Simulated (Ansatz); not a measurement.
Effect of uniaxial strain ε_xx = −0.50 % on Zr

The parent structure is Zr in the hcp (Mg type) structure (space group P6_3/mmc, No. 194; a = 3.182 Å, c = 5.124 Å; relaxed with 0.1 eV smearing). Axes: x lies along a and z along c of the hexagonal cell.

Perturbation: uniaxial strain ε_xx = −0.50 %, all other strain components held at zero, atoms relaxed at fixed cell.

Level of theory: Kohn–Sham DFT with the PBEsol functional, run in Ansatz (a quantum-chemistry and plane-wave program) with PAW and 420 eV plane waves, without spin-orbit coupling. k-mesh 21×21×11 (Γ-centred); smearing 0.1 eV (Fermi–Dirac).

```json
[
 {"quantity": "volume per atom", "base": "22.47 Å³", "changed": "22.36 Å³", "shift": "-0.11 Å³"},
 {"quantity": "shortest interatomic distance", "base": "3.153 Å", "changed": "3.147 Å", "shift": "-0.0053 Å"},
 {"quantity": "energy relative to the base (free energy F)", "base": "0 meV/atom", "changed": "+0.2 meV/atom", "shift": "+0.2 meV/atom"},
 {"quantity": "pressure (mean of the normal stresses, compression positive)", "base": "0.0 GPa", "changed": "0.5 GPa", "shift": "+0.5 GPa"},
 {"quantity": "band gap", "base": "zero", "changed": "zero", "shift": "–"},
 {"quantity": "stress (xx, yy, zz, yz, xz, xy; compression positive)", "base": "–", "changed": "(0.7, 0.4, 0.4, 0.0, 0.0, 0.0) GPa", "shift": "–"}
]
```

Stability against distortions was not tested. The final runs are not spin-polarised.
